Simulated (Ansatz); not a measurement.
Response to strain in ZrB2

Start from ZrB$_{2}$ (space group P6/mmm, No. 191; relaxed with 0.1 eV smearing).

```
CELL_PARAMETERS angstrom
      3.17143     0.00000     0.00000
     -1.58572     2.74654     0.00000
      0.00000     0.00000     3.54182
ATOMIC_POSITIONS crystal
  Zr 0.00000 0.00000 0.00000
  B  0.66667 0.33333 0.50000
  B  0.33333 0.66667 0.50000
```

Cartesian axes are those of the cell as printed.

Strains are applied to the cell and any free atomic positions relax.

The values are results of PBE in Ansatz (plane waves to 420 eV, PAW, no spin-orbit coupling), not measurements.

Notes on the quantities. energy relative to the base: free energy F.

| uniaxial strain ε_zz (%) | energy relative to the base (meV/atom) |
|---|---|
| 0 | 0.0 |
| 0.5 | 0.3 |
| 1 | ? |
| 1.5 | 3.0 |
| 2 | 5.3 |
| 2.5 | 8.3 |
| 3 | 11.8 |

Q: Fit ΔE = Aε² + Bε³ (ε in %) to the rows shown and predict the withheld row.

A: Least squares on the printed values gives A = 1.36 and B = -0.017 meV/atom (largest residual 0.0 meV/atom); this predicts 1.3 meV/atom, and the run gives 1.4 meV/atom, in agreement.

Stability against distortions was not tested. All final runs are without spin polarisation.

Ansatz is a first-principles code.
